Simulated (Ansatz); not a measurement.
Gap of zinc blende MgSe, (110) cell, strained to Ge (MgSe held in this type, which need not be the stable form; held in plane at the lattice of Ge) (the substrate's cell is 0.3 % off cubic on its mesh, so the two in-plane strains differ), on one geometry relaxed at PBE.

Methods: r2SCAN (plane waves to 500 eV, PAW; Ansatz, a first-principles code); HSE06 (plane waves to 420 eV, PAW; Ansatz). Geometries and values that name no level are of the first. Spin–orbit coupling is left out. Its k-point mesh 8×6×7, Fermi–Dirac width 0.01 eV. HSE06 ran on meshes of its own (5×4×5); its edges and gaps are taken over the mesh and over extra points off it, mostly where PBE has its edges.

```csv
level,gap (eV)
r2SCAN,?
HSE06,3.41
```

### Question
What belongs in the gaps?

### Answer

- r2SCAN, gap (eV): 3.12
